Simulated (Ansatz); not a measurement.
Structures of equal composition on the (100) surface of rock-salt TiC: a layer of Pt, one atom over each C; a layer of Pt, one atom over each Ti. The slabs share one bottom face, and each structure is named by its start. These are constructed structures in small cells; real faces may alloy, dewet or reconstruct in larger ones, and not all known structures of the face are among them. Slabs of about 13 Å, Fermi-Dirac smearing of 0.1 eV. Bottom of the slabs: a bare face, its two planes held. Relaxed from the named starts with such symmetry as they have, on meshes of like density; energies extrapolated to zero smearing; spin only where a row says so; no spin-orbit coupling, no U. Brackets mark spin-polarised runs, whose order is one that fits the cell.

Computed with PBE (plane waves to 420 eV, PAW; Ansatz, a program for electronic structure).

Order them by energy per 1x1 cell (lowest first) at the level PBE.

a layer of Pt, one atom over each C (0.000 eV), a layer of Pt, one atom over each Ti (1.441 eV)
